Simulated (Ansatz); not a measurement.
SnO: response to strain

Base system: SnO in the litharge type structure (space group P4/nmm, No. 129; a = 3.836 Å, c = 4.757 Å; layered, stacked along the Cartesian z axis). Axes: x, y, z lie along a, b, c of the conventional cell.

Strains are applied to the cell and any free atomic positions relax; under biaxial strain the out-of-plane vector relaxes too.

The values are results of PBE-D3(BJ) (Ansatz, an electronic-structure program, PAW, no spin-orbit coupling), earlier PAW set, not measurements.

### Question
Only one of these has a band gap. Which?
A) biaxial strain −0.59 %, plane normal [001], relaxed out of plane
B) biaxial strain +1.35 %, plane normal [001], relaxed out of plane
C) isotropic strain −4.55 %

### Answer
B, biaxial strain +1.35 %, plane normal [001], relaxed out of plane. Computed: biaxial strain −0.59 %, plane normal [001], relaxed out of plane: zero; isotropic strain −4.55 %: zero; biaxial strain +1.35 %, plane normal [001], relaxed out of plane: 0.20 eV

Stability against distortions was not tested. All final runs are without spin polarisation. The zero or small gap of SnO can change with the level of theory.
